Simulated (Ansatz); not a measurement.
Reference: CsBr (Pm-3m), PBEsol, rigid bands (plane waves, PAW, scalar-relativistic; Ansatz, a program for electronic structure); geometry: cell and atoms relaxed with PBEsol.

```
CsBr
1.0
    4.24266     0.00000     0.00000
    0.00000     4.24266     0.00000
    0.00000     0.00000     4.24266
Cs Br
1 1
Direct
  0.00000   0.00000   0.00000
  0.50000   0.50000   0.50000
```

The band gap comes out as 4.45 eV and the electron conductivity mass comes out as 0.30 mₑ. The Seebeck coefficient, n-type 1e19 cm⁻³ is -155 μV/K.

Question: Swap Cs for Rb, keeping the structure type. How do these values move?

Answer: RbBr (Pm-3m): volume per atom 38.2 to 33.8 Å³; band gap falls (4.45 eV to 4.04 eV); electron conductivity mass stays about the same (0.30 mₑ to 0.31 mₑ); Seebeck coefficient, n-type 1e19 cm⁻³ stays about the same (-155 μV/K to -159 μV/K).

Question: Replace Br by Cl on the same sites and relax. What happens?

Answer: CsCl (Pm-3m): volume per atom 38.2 to 33.7 Å³; band gap rises (4.45 eV to 5.23 eV); electron conductivity mass rises (0.30 mₑ to 0.57 mₑ); Seebeck coefficient, n-type 1e19 cm⁻³ rises in size (-155 μV/K to -321 μV/K).

Question: Replace Cs by K on the same sites and relax. What happens?

Answer: KBr (Pm-3m): volume per atom 38.2 to 30.4 Å³; band gap falls (4.45 eV to 3.96 eV); electron conductivity mass rises (0.30 mₑ to 0.33 mₑ); Seebeck coefficient, n-type 1e19 cm⁻³ rises in size (-155 μV/K to -165 μV/K).

Moves up to 5 % count as about the same. Masses are for dilute carriers at 300 K, harmonic means over directions unless an axis is named. Seebeck coefficients are for the stated density at 300 K, with one relaxation time for all states and whether or not that doping can be reached. Spin-orbit coupling is left out.

Computed structure with no diffraction record at hand here (it may be known, metastable or hypothetical): KBr (Pm-3m), RbBr (Pm-3m).
